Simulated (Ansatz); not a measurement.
**Fermi-surface data of Ru under load (space group P6_3/mmc)**

Input:

```
Ru
1.0
    2.69357     0.00000     0.00000
   -1.34678     2.33270     0.00000
    0.00000     0.00000     4.26325
Ru
2
Direct
  0.33333   0.66667   0.25000
  0.66667   0.33333   0.75000
```

All values below come from PBEsol, rigid bands (plane waves, PAW, scalar-relativistic; Ansatz, a quantum-chemistry and plane-wave program). Condition of this run: hydrostatic pressure -2 GPa (the target of the relaxation). How the cell was made: cell and atoms relaxed with PBEsol, then loaded as said.

```
Quantity                                                              Result
------------------------------------  --------------------------------------
density of states at the Fermi level       1.57 states/(eV·cell), both spins
bare Sommerfeld coefficient                        1.85 mJ/(mol of atoms·K²)
Drude plasma energy                             8.5 (x), 8.5 (y), 9.5 (z) eV
root-mean-square Fermi velocity                                    7.2e5 m/s
resistivity times τ                   6.7 (x), 6.7 (y), 5.4 (z) ×10⁻²² Ω·m·s
```

A metal at this level (no band gap); rigid bands, thermally averaged at 300 K, both spins. Spin-orbit coupling is left out. τ is one relaxation time for all states.
